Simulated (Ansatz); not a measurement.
# TiO$_{2}$ in the rutile structure (space group P4_2/mnm, No. 136)

```xyz
6
Lattice="4.6434 0.0000 0.0000 0.0000 4.6434 0.0000 0.0000 0.0000 2.9638" Properties=species:S:1:pos:R:3 pbc="T T T"
Ti     0.0000     0.0000     0.0000
Ti     2.3217     2.3217     1.4819
O      1.4168     1.4168     0.0000
O      3.7386     0.9049     1.4819
O      0.9049     3.7386     1.4819
O      3.2266     3.2266     0.0000
```

Calculations: DFT with PBE, PAW potentials and a 420 eV plane-wave cutoff in Ansatz (a first-principles code), no SOC. Γ-centred 7×7×11 mesh, Fermi–Dirac width 0.05 eV.

```json
{
  "volume_per_atom": "10.65 Å³",
  "density": "4.15 g/cm³",
  "band_gap": "1.86 eV, direct at Γ",
  "electron_mass": "0.58 mₑ along c, 1.2 mₑ across",
  "total_energy": "-1212.884 eV/atom (σ→0; compares only within this code and set-up)"
}
```

Masses are band curvatures over ±0.01 Å⁻¹ around the edge. Whether these cells are dynamically stable was not tested. All final runs are without spin polarisation.
